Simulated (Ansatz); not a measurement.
CaC6 (R-3m, No. 166, 7 atoms in the cell) was calculated with LDA (plane waves, PAW; Ansatz, a first-principles code).

Settings: plane-wave cutoff 520 eV, 16×16×16 k mesh, Fermi–Dirac smearing 0.05 eV, scalar-relativistic PAW data made under PBE.

Response to compression and expansion:

Shape and atoms are relaxed at each volume.

| V (Å³/atom) | P (GPa) | c (Å) | a (Å) |
|---|---|---|---|
| 9.567 | 5.94 | 12.675 | 4.278 |
| 9.766 | 2.76 | 12.868 | 4.290 |
| 9.965 | 0.00 | 13.068 | 4.300 |
| 10.165 | -2.35 | 13.274 | 4.309 |
| 10.364 | -4.37 | 13.484 | 4.317 |

Note: the relaxation could not lower the start's symmetry, so the cell can be a saddle point above a distorted one; the bulk modulus comes from volumes at which shape and atoms were relaxed.
